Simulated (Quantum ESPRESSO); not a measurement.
Habitual settings against a tight run: K3Rb (Fm-3m, 4 atoms in the cell)

Self-consistent single point.

```xyz
4
Lattice="-5.3725 0.0000 5.3725 0.0000 5.3725 5.3725 -5.3725 5.3725 0.0000" Properties=species:S:1:pos:R:3 pbc="T T T"
K     -2.6863     2.6863     2.6863
K     -8.0588     8.0588     8.0588
K     -5.3725     5.3725     5.3725
Rb     0.0000     0.0000     0.0000
```

Method: PBEsol, PseudoDojo standard norm-conserving (PBESOL) pseudopotentials (plane waves; Quantum ESPRESSO).

Base settings: ecutwfc = 75 Ry; occupations = smearing; smearing = gaussian; degauss = 0.0147 Ry; potentials = {K: K.upf, Rb: Rb.upf}; K_POINTS = automatic 6 6 6 0 0 0; conv_thr = 1e-10 Ry; mixing_beta = 0.5.

Tight run (finer mesh or higher cutoff; not a proven limit): ecutwfc: 75 Ry → 105 Ry; conv_thr: 1e-10 Ry → 7.3e-11 Ry; K_POINTS: automatic 6 6 6 0 0 0 → automatic 9 9 9 0 0 0. It gave Fermi level (on the code's own zero) 1.82 eV; pressure -0.12 GPa.

Quick runs, as changes from the base:
- A: the base itself
- B: ecutwfc: 75 Ry → 45 Ry; conv_thr: 1e-10 Ry → 7.3e-06 Ry; potentials: PseudoDojo standard norm-conserving (LDA) [LDA (PW92)]
- C: ecutwfc: 75 Ry → 45 Ry; smearing: gaussian → fermi-dirac; degauss: 0.0147 Ry → 0.036749 Ry; K_POINTS: automatic 6 6 6 0 0 0 → automatic 3 3 3 1 1 1
- D: ecutwfc: 75 Ry → 38 Ry; K_POINTS: automatic 6 6 6 0 0 0 → automatic 8 8 8 0 0 0; potentials: PseudoDojo standard norm-conserving (LDA) [LDA (PW92)]
- E: ecutwfc: 75 Ry → 60 Ry; K_POINTS: automatic 6 6 6 0 0 0 → automatic 2 2 2 0 0 0
- F: ecutwfc: 75 Ry → 52 Ry; smearing: gaussian → methfessel-paxton; degauss: 0.0147 Ry → 0.019992 Ry; K_POINTS: automatic 6 6 6 0 0 0 → automatic 8 8 8 1 1 1

Energies are extrapolated to zero smearing width, which holds to low order in the width alone (under cold and Methfessel-Paxton smearing the free energy itself is taken).

Dashes: energy of B, D, another energy zero; time of C, E, under 30 s.

† marks runs with another functional, U, potentials or spin treatment: their distance from the tight run is not a convergence error alone.

The count of work is k-points × plane waves × bands × iterations; it is no time. Core times come from one kind of shared machine and are given to one figure; runs under 30 s give none.

The starting cell comes from a database of computed structures (which also holds hypothetical and non-ambient phases and stackings), without a prior relaxation at this level. Its lattice was rescaled by a random factor within 2.5 % of one.

```tsv
run	energy less tight (meV/atom)	pressure less tight (GPa)	count of work / tight	core time / tight (rough)
A	3.2	0.00	0.28	0.2
B†	–	-1.44	0.074	0.07
C	85.3	-0.93	0.055	–
D†	–	-2.97	0.21	0.1
E	-74.5	-0.21	0.042	–
F	29.1	-0.43	0.68	0.5
```

Among the runs at the tight run's level, the energy misses run from 3.2 to 85.3 meV/atom.
